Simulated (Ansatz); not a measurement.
Base system: Al₂Au (space group Fm-3m, No. 225; a = 6.003 Å; relaxed with 0.1 eV smearing). Axes: x, y, z lie along the cube axes.

Level of theory: Kohn–Sham DFT with the PBEsol functional, run in Ansatz (an electronic-structure program) with PAW and 420 eV plane waves, no SOC.

Modification: a pure shear with ε_xy = ε_yx = 0.0171; the atoms relax in the strained cell.

Task: Predict the new stress and energy relative to the base.

Result: The stress (xx, yy, zz, yz, xz, xy; compression positive) is (-0.1, -0.1, 0.2, 0.0, 0.0, -1.8) GPa; the energy grows by 3.5 meV/atom.

Stability against distortions was not tested.
